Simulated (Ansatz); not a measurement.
Worked example: self-consistent single point of BaAg₂As₂ (I4/mmm, 5 atoms in the cell) in Ansatz (a first-principles code).

Method of the run: revPBE-D4, default PAW files made with PBE (plane waves; Ansatz).

```xyz
5
Lattice="-2.3013 2.3013 5.4336 2.3013 -2.3013 5.4336 2.3013 2.3013 -5.4336" Properties=species:S:1:pos:R:3 pbc="T T T"
Ba     0.0000     0.0000     0.0000
Ag     0.0000     2.3013     2.7168
Ag     2.3013     0.0000     2.7168
As     0.0000     0.0000     4.1752
As     0.0000     0.0000     6.6920
```

Reference input (self-consistent single point, DFT, revPBE, plane waves, default PAW files made with PBE): basis.ecutwfc = 420 eV; kpoints.mp_grid.grid = 10 10 10; hamiltonian.xc = revpbe; hamiltonian.pseudopotentials = {kind: paw} (the program's default PAW files); scf.occupations.method = methfessel_paxton; scf.occupations.width = 0.272 eV. This run's input differs from it in these lines:

```diff
@@ -18,2 +18,3 @@
   xc: revpbe
+  dispersion: d4
   pseudopotentials: { kind: paw }
```

Output, abridged:

```
SCF iter   1: F=—  HF=-30875.011050 eV  |F-HF|=—  |Δ(HF+E_count)|=         —  Δρ=3.98e-3  dr2=2.63e-2  ethr=1.77e-3  ⟨swp⟩=7.8  Hψ=19256  notcnv=0
all-band conjugate gradients solve this SCF's bands
preconditioner: auto → Kerker (q_TF=auto, 2.557 Å⁻¹)
SCF iter   2: F=—  HF=-30875.007816 eV  |F-HF|=—  |Δ(HF+E_count)|=   3.23e-3  S|Δr|=    0.00e0  Δρ=1.36e-3  dr2=2.34e-3  ethr=3.38e-5  ⟨swp⟩=2.1  Hψ=9326  notcnv=0  defer=1
   [... lines left out ...]
SCF iter   6: F=—  HF=-30875.007895 eV  |F-HF|=—  |Δ(HF+E_count)|=   1.30e-6  S|Δr|=    0.00e0  Δρ=4.30e-5  dr2=2.99e-6  ethr=2.53e-8  ⟨swp⟩=2.0  Hψ=7983  notcnv=0  defer=1
SCF iter   7: F=—  HF=-30875.007896 eV  |F-HF|=—  |Δ(HF+E_count)|=   2.98e-7  S|Δr|=    0.00e0  Δρ=1.21e-5  dr2=3.58e-7  ethr=3.83e-9  ⟨swp⟩=2.0  Hψ=8166  notcnv=0  defer=1
SCF iter   8: F=-30875.007896 eV  HF=-30875.007896 eV  |F-HF|=1.24e-9  |Δ(HF+E_count)|=   5.44e-8  S|Δr|=    0.00e0  Δρ=3.62e-6  dr2=2.83e-8  ethr=1.28e-10  ⟨swp⟩=10.6  Hψ=24241  notcnv=0
SCF 1 converged in 8 iterations: F = -30875.007896 eV  dr2 = 2.83e-8
Stability not checked (fill_not_monotonic)
Free energy (F): -30875.007896 eV
Internal energy: -30875.006358 eV  (E = F + TS)
E sigma→0 (E₀):  -30875.007511 eV
Entropy (-TS):   -0.001538 eV (-0.308 meV/atom)
Fermi energy:    12.915584 eV
--- Forces (eV/Å), atoms counted from 1 ---
  atom   1  Ba     0.00000000    -0.00000000     0.00000000
  atom   2  Ag     0.00000000     0.00000000     0.00000000
  atom   3  Ag     0.00000000     0.00000000     0.00000000
  atom   4  As    -0.00000000    -0.00000000    -0.17931812
  atom   5  As    -0.00000000     0.00000000     0.17931812
--- Stress (GPa, compression-positive) ---
       -0.799677       0.000000       0.000000
        0.000000      -0.799677      -0.000000
       -0.000000      -0.000000       1.533219
  P = ⅓ Tr σ = -0.0220 GPa (-0.220 kbar)
  The stress holds the Pulay correction. Without it, at fixed plane waves, as pw.x and ABINIT print it: P = -0.0564 GPa
```

The run converged in 8 iterations. Against the reference run the pressure goes from 4.31 to -0.02 GPa and the largest force goes from 0.169 to 0.179 eV/Å.

The starting cell comes from a database of published, mostly measured structures (it also holds non-ambient and calculated ones), without a prior relaxation at this level. Ansatz's pressure includes its estimate of the finite-basis (Pulay) stress. The run gives no clean gap (levels at the Fermi energy touch, overlap or are partly filled at this smearing), which alone does not show that the compound is a metal.

Cost on one core of a shared machine: roughly 40 s.

Keys are those of Ansatz 0.2.
